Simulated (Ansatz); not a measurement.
Registries of Ga2O3-ML on Ga2O3-ML (Ga2O3-ML a predicted or substrate-bound sheet, here free); energies are over the lowest registry tried, which need not be among these:

A. antiparallel, shifted by (2/3,1/3), flipped; facing O atop O
B. parallel, shifted by (1/3,2/3), flipped; facing atoms over hollows or bridges
C. parallel, no shift; facing O atop O
D. parallel, shifted by (1/3,2/3); facing atoms over hollows or bridges

Levels used, each named beside its values: PBE+D3(BJ) (plane waves to 420 eV, PAW; Ansatz, a program for electronic structure); r2SCAN (plane waves to 500 eV, PAW; Ansatz). Geometries and values that name no level are of the first. Spin–orbit coupling is left out; PBE gaps are too small against experiment. A dipole correction is on.

Q: Order them by energy over the lowest registry, lowest first.

A: B (4.8 meV/Å²), D (6.5 meV/Å²), C (12.0 meV/Å²), A (13.3 meV/Å²)
